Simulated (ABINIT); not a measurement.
**Pressure against volume in rock-salt CaO (space group 225) (ABINIT, PBE)**

```yaml
crystal:
  lattice:
    - [0.00000, 2.36224, 2.36224]
    - [2.36224, 0.00000, 2.36224]
    - [2.36224, 2.36224, 0.00000]
  atoms:
    - { symbol: Ca, position: [0.00000, 0.00000, 0.00000] }
    - { symbol: O, position: [0.50000, 0.50000, 0.50000] }
```

Method: PBE, norm-conserving pseudopotentials (PseudoDojo nc-sr-05 PBE standard) (plane waves; ABINIT). Settings: pseudos = [Ca.upf, O.upf]; ecut = 55 Ha; occopt = 3; tsmear = 0.00036749 Ha; ngkpt = 12 12 12; nshiftk = 1; shiftk = 0 0 0; potentials = PseudoDojo nc-sr-05 PBE standard; nband = 13; kptopt = 1; nstep = 80; toldfe = 1e-09 Ha. The cell above is the first row's. The rows scale it uniformly. In all rows fractional positions and the k mesh are held.

```
V (Å^3/atom)  P (GPa)
------------  -------
13.182           7.76
13.468           4.92
13.755           2.37
14.041           0.09
14.328          -1.96
14.614          -3.80
14.901          -5.45
15.188          -6.93
15.474              ?
```

**Question.** Fit P against V with a cubic, and predict the withheld value at V = 15.474.

**Answer.** With u = V - 14.2, the rows have u = -1.0180, -0.7320, -0.4450, -0.1590, 0.1280, 0.4140, 0.7010, 0.9880. Least squares gives P = -1.077 - 7.1050·u + 1.3669·u² - 0.1757·u³. Residuals (row less fit): 0.002, -0.005, -0.001, 0.002, 0.004, -0.003, -0.004, 0.002; standard error 0.005 (degrees of freedom: 4). The fitted pressure is zero at V0 = 14.05, where dP/dV = -7.519, so B0 = -V0·dP/dV = 106 GPa. At the withheld row, u = 1.2740, so P = -1.077 - 7.1050 × 1.2740 + 1.3669 × 1.2740² - 0.1757 × 1.2740³ = -8.273 GPa. The calculation gives -8.25 GPa, 0.023 GPa above the prediction (0.1 % of the range of P in the table). The row lies outside the fitted rows, so this is an extrapolation. From the scatter of the fitted rows alone, a prediction at this place has a standard error of 0.012 GPa, so the miss is 1.9 times that.

Carrying the step between the two nearest rows on in a straight line would have given -8.40, off by 0.15; series whose last step already gives the withheld value aren't shown. The scan was laid around a cell of about the measured size, scaled by a guess for this functional. The runs keep the symmetry of the cell, so they don't test it for distortions. Cutoffs and mesh are single choices, not tested for convergence of this quantity. Series with a scatter that would blur these digits, or in which a gap closes, are not shown.
